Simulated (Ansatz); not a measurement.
Faces of rock-salt ZrN in 1x1 cells, as slabs relaxed from ideal cuts; for each face the lowest of the symmetric, stoichiometric cuts and spin starts that were computed. The slabs keep the symmetry of their cuts; real faces may buckle, or reconstruct in larger cells. No spin-orbit coupling, no Hubbard U.

Calculation: PBE (plane waves to 420 eV, PAW; Ansatz, a quantum-chemistry and plane-wave program).

| face | cell area (Å²) | outermost plane spacing of the ideal cut (Å) | γ unrelaxed (J/m²) | γ relaxed (J/m²) | work function, top face (eV) |
|---|---|---|---|---|---|
| (110) | 14.93 | 1.62 | 2.82 | 2.58 | ? |
| (210) | 23.60 | 1.03 | 2.43 | 2.03 | 2.52 |
| (211) | 25.86 | 0.94 | 3.40 | ? | ? |
| (221) | 31.67 | 0.77 | 3.52 | 2.50 | 4.03 |

Task: Some entries are withheld; supply them.

Result: 
- (110), work function, top face (eV): 2.94
- (211), γ relaxed (J/m²): 2.44
- (211), work function, top face (eV): 3.78
